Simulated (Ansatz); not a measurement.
A free linear chain of Au atoms, stretched and compressed along its axis from its relaxed period of 5.161 Å, atoms relaxed at each length.

All values below come from PBE (plane waves to 420 eV, PAW; Ansatz, an electronic-structure program). Mesh 1×1×58. No spin polarisation, so a magnetic state wasn't tested. Isolated but for its images some 11 Å away. A hypothetical model. Only distortions within the start's symmetry and period were free. Pairing along the axis, which can open a gap, is among the distortions not tried. Values not marked SOC lack spin–orbit coupling. Buckling under compression is shut out by symmetry and the short period. Energies are free energies at a Fermi–Dirac width of 0.02 eV, from the unstrained cell.

```
strain (%)  energy (meV a period)  axial force (nN)
----------  ---------------------  ----------------
-3.0                          +48             -1.08
-1.5                          +11             -0.48
0.0                             0              0.00
+1.5                          ___               ___
+3.0                          ___               ___
```

**Question.** What belongs in the gaps?

**Answer.** 
- +1.5, energy (meV a period): +10
- +1.5, axial force (nN): +0.39
- +3.0, energy (meV a period): +37
- +3.0, axial force (nN): +0.71
